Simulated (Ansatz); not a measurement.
Base system: NiSi (space group Pnma, No. 62; a = 5.190 Å, b = 3.350 Å, c = 5.624 Å; non-magnetic).

Calculations: PBE, PAW, 420 eV (Ansatz, a program for electronic structure; scalar-relativistic without spin-orbit coupling), earlier PAW set.

One change was made to it. Results:

```
quantity                          base    after
-----------------------------  -------  -------
shortest interatomic distance  2.287 Å  2.261 Å
band gap                          zero     zero
```

Task: Name the change that was made.
A) pressure 9 GPa
B) pressure 1.8 GPa
C) pressure 4.2 GPa

Result: A, pressure 9 GPa. For comparison, the shortest interatomic distance in the other runs: pressure 1.8 GPa gives 2.282 Å; pressure 4.2 GPa gives 2.274 Å.

Load acts through the strain it causes; cell and atoms are relaxed under it. Stability against distortions was not tested. No other phases were tried under pressure. Starting moments died away, wholly or in part, for the base; another magnetic solution may exist. The final runs are not spin-polarised.
